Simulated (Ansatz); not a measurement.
What isotropic strain −2.50 % does to W

Consider W in the bcc (W type) structure (space group Im-3m, No. 229; a = 3.1542 Å; relaxed with 0.1 eV smearing).

The change: the cell is scaled by 0.9750 in all directions; the atoms relax in the strained cell.

Computed with Kohn–Sham DFT with the PBEsol functional, run in Ansatz (a first-principles code) with PAW and 420 eV plane waves, no SOC. Γ-centred 29×29×29 mesh, Fermi–Dirac width 0.1 eV.

```json
[
 {"quantity": "volume per atom", "base": "15.69 Å³", "changed": "14.54 Å³", "shift": "-1.15 Å³"},
 {"quantity": "shortest interatomic distance", "base": "2.732 Å", "changed": "2.663 Å", "shift": "-0.0683 Å"},
 {"quantity": "energy relative to the base (free energy F)", "base": "0 meV/atom", "changed": "+96 meV/atom", "shift": "+96 meV/atom"},
 {"quantity": "pressure", "base": "0.0 GPa", "changed": "28.7 GPa", "shift": "+28.7 GPa"},
 {"quantity": "band gap", "base": "zero", "changed": "zero", "shift": "–"}
]
```

Final structure:

```xyz
1
Lattice="-1.5377 1.5377 1.5377 1.5377 -1.5377 1.5377 1.5377 1.5377 -1.5377" Properties=species:S:1:pos:R:3 pbc="T T T"
W      0.0000     0.0000     0.0000
```

Whether these cells are dynamically stable was not tested. The final runs are not spin-polarised.
